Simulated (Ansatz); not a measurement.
We consider CaZrN2 (model structure, started from the beta NaFeO2 type, Pna2₁, No. 33, 16 atoms in the cell), described by HSE06 in Ansatz (plane waves, PAW).

Run with plane-wave cutoff 460 eV, 4×4×4 k mesh, Fermi–Dirac smearing 0.01 eV, scalar-relativistic PAW data made under PBE.

Cell (relaxed with PBEsol):

```cif
data_Ca4N8Zr4
_chemical_formula_sum 'Ca4 Zr4 N8'
_space_group_name_H-M_alt 'P 1'
_space_group_IT_number 1
_cell_length_a 6.49259
_cell_length_b 8.06549
_cell_length_c 4.66059
_cell_angle_alpha 90.000
_cell_angle_beta 90.000
_cell_angle_gamma 90.000
loop_
_space_group_symop_operation_xyz
  'x, y, z'
loop_
_atom_site_label
_atom_site_type_symbol
_atom_site_fract_x
_atom_site_fract_y
_atom_site_fract_z
_atom_site_occupancy
Ca1 Ca 0.07444 0.61914 0.94289 1
Ca2 Ca 0.92556 0.38086 0.44289 1
Ca3 Ca 0.57444 0.88086 0.94289 1
Ca4 Ca 0.42556 0.11914 0.44289 1
Zr1 Zr 0.06953 0.12691 0.95021 1
Zr2 Zr 0.93047 0.87309 0.45021 1
Zr3 Zr 0.56953 0.37309 0.95021 1
Zr4 Zr 0.43047 0.62691 0.45021 1
N1 N 0.06461 0.10772 0.42810 1
N2 N 0.93539 0.89228 0.92810 1
N3 N 0.56461 0.39228 0.42810 1
N4 N 0.43539 0.60772 0.92810 1
N5 N 0.10624 0.65377 0.43880 1
N6 N 0.89376 0.34623 0.93880 1
N7 N 0.60624 0.84623 0.43880 1
N8 N 0.39376 0.15377 0.93880 1
```

**Question.** Predict the band gap.

**Answer.** 
* **band gap**: 2.14 eV (on the SCF k mesh)

Note: the relaxation could raise the start's symmetry but not lower it, so the cell can be a saddle point; cell and atoms aren't relaxed at this level (largest force component 0.18 eV/Å, pressure 1.7 GPa).

Spin–orbit coupling is not included.

Cost on a shared machine: very roughly 23 core-minutes.

A model structure was made by putting elements into a prototype or built by hand; it is no filed structure, need not be a known phase, and can be a saddle point held by its symmetry.

Ansatz is a first-principles code.
